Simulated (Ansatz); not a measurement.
Start from InP in the zinc blende structure (space group F-43m, No. 216).

```xyz
2
Lattice="0.0000 2.9391 2.9391 2.9391 0.0000 2.9391 2.9391 2.9391 0.0000" Properties=species:S:1:pos:R:3 pbc="T T T"
P      4.4087     4.4087     4.4087
In     0.0000     0.0000     0.0000
```

Levels (all Ansatz, a quantum-chemistry and plane-wave program, PAW): PBEsol (420 eV, without spin-orbit coupling); r2SCAN (500 eV, spin-orbit coupling left out).

Its gap is 0.57 eV with PBEsol and 1.11 eV with r2SCAN.

Perturbation: full substitution In → Ga; the structure is relaxed again.

With PBEsol the gap becomes 1.45 eV.

If the r2SCAN correction stayed the same, what would the r2SCAN gap be, and what does the r2SCAN run give?

A rigid correction of +0.54 eV gives 1.99 eV. The r2SCAN run gives 1.83 eV, so the correction itself changes by -0.16 eV.

Single points use the geometry relaxed with PBEsol. Stability against distortions was not tested.
